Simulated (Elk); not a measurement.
# Elk run on MgAsPt₅ (P4/mmm, 7 atoms in the cell): self-consistent single point

Method of the run: PBEsol, all-electron FP-LAPW, Elk's shipped species files, APW+lo basis with extra local orbitals (Elk).

This input was run:

```
tasks
  0

xctype
  22

rgkmax
  7.5

gmaxvr
  14.0

nxlo
  2

lorbcnd
  .true.

rmtscf
  0.85

lmaxi
  2

stype
  0

swidth
  0.00367493

scale
  1.889726125

avec
    3.8938210000    0.0000000000    0.0000000000
    0.0000000000    3.8938210000    0.0000000000
    0.0000000000    0.0000000000    7.0262110000

sppath
  'species/'

atoms
  3   : nspecies
  'Mg.in'   : spfname
  1   : natoms; atposl, bfcmt below
  0.0000000000  0.0000000000  0.0000000000    0.0 0.0 0.0
  'As.in'   : spfname
  1   : natoms; atposl, bfcmt below
  0.5000000000  0.5000000000  0.5000000000    0.0 0.0 0.0
  'Pt.in'   : spfname
  5   : natoms; atposl, bfcmt below
  0.5000000000  0.5000000000  0.0000000000    0.0 0.0 0.0
  0.0000000000  0.5000000000  0.2791000000    0.0 0.0 0.0
  0.0000000000  0.5000000000  0.7209000000    0.0 0.0 0.0
  0.5000000000  0.0000000000  0.2791000000    0.0 0.0 0.0
  0.5000000000  0.0000000000  0.7209000000    0.0 0.0 0.0

ngridk
  6 6 3
```

Output, abridged:

```
│ Elk code version 10.2.4 │

All units are atomic (Hartree, Bohr, etc.)

│ Ground-state run starting from atomic densities │

Lattice vectors :
   7.358255270       0.000000000       0.000000000
   0.000000000       7.358255270       0.000000000
   0.000000000       0.000000000       13.27761449

Unit cell volume      :    718.9021047
Brillouin zone volume :   0.3450403216

Muffin-tin inner radius fraction :   0.1000000000E-01

Nuclei treated as point charges

Species :    1 (Mg)
 parameters loaded from : Mg.in
 name : magnesium
 nuclear charge    :   -12.00000000
 electronic charge :    12.00000000
 atomic mass :    44305.30462
 muffin-tin radius :    1.870000000
 number of radial points in muffin-tin :    397
 atomic positions (lattice), magnetic fields (Cartesian) :
   1 :   0.00000000  0.00000000  0.00000000    0.00000000  0.00000000  0.00000000

Species :    2 (As)
 parameters loaded from : As.in
 name : arsenic
 nuclear charge    :   -33.00000000
 electronic charge :    33.00000000
 atomic mass :    136573.7219
 muffin-tin radius :    2.040000000
 number of radial points in muffin-tin :    497
 atomic positions (lattice), magnetic fields (Cartesian) :
   1 :   0.50000000  0.50000000  0.50000000    0.00000000  0.00000000  0.00000000

Species :    3 (Pt)
 parameters loaded from : Pt.in
 name : platinum
 nuclear charge    :   -78.00000000
 electronic charge :    78.00000000
 atomic mass :    355605.4398
 muffin-tin radius :    2.380000000
 number of radial points in muffin-tin :    697
 atomic positions (lattice), magnetic fields (Cartesian) :
   1 :   0.50000000  0.50000000  0.00000000    0.00000000  0.00000000  0.00000000
   2 :   0.00000000  0.50000000  0.27910000    0.00000000  0.00000000  0.00000000
   3 :   0.00000000  0.50000000 -0.27910000    0.00000000  0.00000000  0.00000000
   4 :   0.50000000  0.00000000  0.27910000    0.00000000  0.00000000  0.00000000
   [... lines left out ...]
Maximum |G| for potential and density :    14.00000000
 potential will be trimmed for |G| > 2 gkmax
Constant for pseudocharge density :    8
Radial integration step length :    4

G-vector grid sizes :     35    35    60
Number of G-vectors :    33303

Maximum angular momentum used for
 APW functions                      :    8
 outer part of muffin-tin           :    6
 inner part of muffin-tin           :    2

Total nuclear charge    :   -435.0000000
Total core charge       :    260.0000000
Total valence charge    :    175.0000000
Total excess charge     :    0.000000000
Total electronic charge :    435.0000000

Effective Wigner radius, rₛ :   0.7334389383

Number of empty states         :   28
Total number of valence states :  116
Total number of core states    :  260

Conduction state local-orbitals added automatically
Total number of local-orbitals :  649

Exchange-correlation functional :     22     0     0
 PBEsol, Phys. Rev. Lett. 100, 136406 (2008)
 gradient requirement :    1
 generalised gradient approximation (GGA)

Smearing type :    0
 Gaussian
Smearing width :   0.3674930000E-02
Effective electronic temperature (K) :    1160.451112

Mixing type :    3
 Broyden mixing, J. Phys. A: Math. Gen. 17, L317 (1984)

Kohn-Sham potential initialised from atomic data
│ Self-consistent loop started │
│ Loop number : 1 │
 total energy                :     -94623.8782504
│ Loop number : 2 │
 total energy                :     -94626.7022090
RMS change in Kohn-Sham potential (target) :   0.3691565701     (  0.1000000000E-05)
Absolute change in total energy (target)   :    2.823958654     (  0.1000000000E-03)
│ Loop number : 3 │
 total energy                :     -94628.2966860
RMS change in Kohn-Sham potential (target) :   0.3600161080     (  0.1000000000E-05)
Absolute change in total energy (target)   :    2.300466678     (  0.1000000000E-03)
│ Loop number : 4 │
 total energy                :     -94629.4081434
RMS change in Kohn-Sham potential (target) :   0.3445794746     (  0.1000000000E-05)
Absolute change in total energy (target)   :    1.686574003     (  0.1000000000E-03)
│ Loop number : 5 │
 total energy                :     -94644.7122406
RMS change in Kohn-Sham potential (target) :   0.1997091950     (  0.1000000000E-05)
Absolute change in total energy (target)   :    15.72574076     (  0.1000000000E-03)
   [... lines left out ...]
Absolute change in total energy (target)   :   0.1057600894E-02 (  0.1000000000E-03)
│ Loop number : 14 │
 total energy                :     -94667.7828558
RMS change in Kohn-Sham potential (target) :   0.5128522036E-05 (  0.1000000000E-05)
Absolute change in total energy (target)   :   0.1148182142E-02 (  0.1000000000E-03)
│ Loop number : 15 │
 total energy                :     -94667.7828277
RMS change in Kohn-Sham potential (target) :   0.2312775615E-05 (  0.1000000000E-05)
Absolute change in total energy (target)   :   0.3152238787E-03 (  0.1000000000E-03)
│ Loop number : 16 │
 total energy                :     -94667.7826770
RMS change in Kohn-Sham potential (target) :   0.6007274098E-06 (  0.1000000000E-05)
Absolute change in total energy (target)   :   0.2294235310E-03 (  0.1000000000E-03)
│ Loop number : 17 │
 total energy                :     -94667.7826380
RMS change in Kohn-Sham potential (target) :   0.1912745384E-06 (  0.1000000000E-05)
Absolute change in total energy (target)   :   0.9635520109E-04 (  0.1000000000E-03)
Convergence targets achieved

│ Loop number : 18 │

Energies :
 Fermi                       :     0.410561231325
 sum of eigenvalues          :     -58024.9955208
 electron kinetic            :      108019.232875
 core electron kinetic       :      103649.787361
 Coulomb                     :     -200827.454592
 Coulomb potential           :     -163595.794302
 nuclear-nuclear             :     -7331.40911887
 electron-nuclear            :     -223396.296645
 Hartree                     :      29900.2511717
 Madelung                    :     -119029.557441
 xc potential                :     -2448.43409412
 exchange                    :     -1830.44405732
 correlation                 :     -29.1168517019
 total energy                :     -94667.7826263

Density of states at Fermi energy :    73.31651324
 (states/Hartree/unit cell)

Estimated indirect band gap :   0.1797024525E-02
 from k-point     10 to k-point      8
Estimated direct band gap   :   0.1356339215E-01
 at k-point      9

Charges :
 core                        :    260.0000000
 valence                     :    175.0000000
 interstitial                :    13.45611432
 muffin-tins (core leakage)
  species :    1 (Mg)
   atom    1                 :    10.25352131     (  0.1547650896E-12)
  species :    2 (As)
   atom    1                 :    30.50938065     (  0.1288608733E-02)
  species :    3 (Pt)
   atom    1                 :    76.12629633     (  0.1403373086E-02)
   atom    2                 :    76.16367185     (  0.1410198059E-02)
   atom    3                 :    76.16367185     (  0.1410198059E-02)
   atom    4                 :    76.16367185     (  0.1410198059E-02)
   atom    5                 :    76.16367185     (  0.1410198059E-02)
 total in muffin-tins        :    421.5438857
 total calculated charge     :    434.9682331
 total charge                :    435.0000000
 error                       :   0.3176688931E-01

│ Self-consistent loop stopped │
```

The run converged in 18 iterations. The count includes the last loop, which Elk runs after its targets are met.

The starting cell comes from a database of computed structures (which also holds hypothetical and non-ambient phases and stackings), without a prior relaxation at this level. Its lattice was rescaled by a random factor within 2.5 % of one. Spin-orbit coupling is off. Spin polarisation is off. Values depend on the basis (sphere radii, cutoffs, local orbitals), which need not be converged. The log's line on a gap gives a spacing of levels on this mesh, which the program prints for metals too.

Cost on one core of a shared machine: roughly 3 min.
